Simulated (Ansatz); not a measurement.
An Ansatz (a first-principles code) input (PBE, PAW, 420 eV (Ansatz; no spin-orbit coupling)):

Ansatz 0.2 input:
```yaml
crystal:
  lattice:
    - [6.2291161381, 0, 0]
    - [0, 6.2291161381, 0]
    - [3.1145580691, -3.1145580691, 5.658016134]
  atoms:
    - { symbol: Cd, position: [0, 0, 0] }
    - { symbol: Cd, position: [0.25, 0.25, 0.5] }
    - { symbol: Ge, position: [0.5, 0.5, 0] }
    - { symbol: Ge, position: [0.75, 0.75, 0.5] }
    - { symbol: As, position: [0.625, 0.4017240646, 0.25] }
    - { symbol: As, position: [0.4017240646, 0.125, 0.75] }
    - { symbol: As, position: [0.125, 0.8482759354, 0.25] }
    - { symbol: As, position: [0.8482759354, 0.625, 0.75] }
basis: { ecutwfc: 420, ecutrho_ratio: 4, xc_grid: 2, fft_grid_basis: typed }
kpoints: { mp_grid: { grid: [8, 8, 8] } }
hamiltonian:
  xc: pbe
  dispersion: none
  pseudopotentials: { kind: paw }
scf: { occupations: { method: fermi_dirac, width: 0.05 } }
relax: { f_tol: 0.005, max_steps: 50, cell: { stress_tol: 0.01, fix: [a, b, gamma] } }
output: { forces: true, stress: true }
checkpoint: { write: state.ck, write_every: 1000 }
```

Which symmetry and how many k-points will the program report, and about how many plane waves at Γ?

Space group I-42d (ITA 122) with 8 operations, k-points 59 of 512, and 4227 plane waves at Γ.

And the final pressure?

-1.28 GPa (compression positive).

The cells carry an imposed strain or load. Whether these cells are dynamically stable was not tested. The cell was made from CdGeAs2 in the chalcopyrite structure (space group I-42d, No. 122) by this change: biaxial strain +3.00 %, plane normal [001], relaxed out of plane.
